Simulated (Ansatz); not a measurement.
CdS: energy against strain

CdS (zinc blende, F-43m, 24.696 Å³/atom at rest) under an equal strain ε in the (001) plane with the normal axis free, as in a coherent film. PBEsol in Ansatz, a plane-wave DFT program (PAW, default set), 420 eV, 10×10×10 Γ-centred mesh, Fermi-Dirac smearing 0.05 eV; ions are relaxed within the symmetry of each cell.

Here s stands for strain and y for E less E0.

| strain (%) | E less E0 (meV/atom) |
|---|---|
| -1.50 | 1.73 |
| -1.00 | 0.76 |
| -0.50 | 0.19 |
| 0.00 | 0.00 |
| 0.50 | 0.18 |
| 1.00 | 0.72 |
| 1.50 | 1.61 |
| 3.00 | ? |

Fit y against s with a parabola, and predict the withheld value at s = 3.00.

Least squares gives y = -0.001 - 0.0321·s + 0.7424·s². Residuals (row less fit): 0.012, -0.013, -0.011, 0.001, 0.011, 0.011, -0.011; standard error 0.014 (degrees of freedom: 4). Twice the quadratic coefficient over the volume, 2 × 0.7424 meV × 10⁴ × 0.1602 / 24.696 Å³, is twice the biaxial elastic modulus of this plane = 96 ± 0.8 GPa. At the withheld row, y = -0.001 - 0.0321 × 3.0 + 0.7424 × 3.0² = 6.584 meV/atom. The calculation gives 6.24 meV/atom, 0.344 meV/atom below the prediction (5.5 % of the range of y in the table). The row lies outside the fitted rows, so this is an extrapolation. From the scatter of the fitted rows alone, a prediction at this place has a standard error of 0.055 meV/atom, so the miss is 6.3 times that.

One order more, fitted to all 13 runs of the series, follows each within 0.01, so the miss is the next term of a smooth law. CdS is here a metastable form; wurtzite is the usual one. Rows are the converged runs of the series near zero and its far end; series whose fitted rows scatter by over a few per cent of the range, as at a crossing or softening among them, aren't shown in this form. Most that stay on the fit to the last digits aren't either.
